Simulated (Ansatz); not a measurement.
Structures of equal composition on the (100) surface of rock-salt TiN: Ta on all Ti sites of the second plane; Ta on all Ti sites of the top plane. The slabs share one bottom face, and each structure is named by its start. These are constructed structures in small cells; real faces may alloy, dewet or reconstruct in larger ones, and not all known structures of the face are among them. Slabs of about 13 Å, Fermi-Dirac smearing of 0.1 eV. Bottom of the slabs: a bare face, its two planes held. Relaxed from the named starts with such symmetry as they have, on meshes of like density; energies extrapolated to zero smearing; spin only where a row says so; no spin-orbit coupling, no U. Brackets mark spin-polarised runs, whose order is one that fits the cell.

The numbers are results of PBE (plane waves to 420 eV, PAW; Ansatz, an electronic-structure program), not measurements.

Rank these by energy per 1x1 cell (lowest first), as PBE gives it.

Ta on all Ti sites of the top plane (0.000 eV), Ta on all Ti sites of the second plane (0.302 eV)
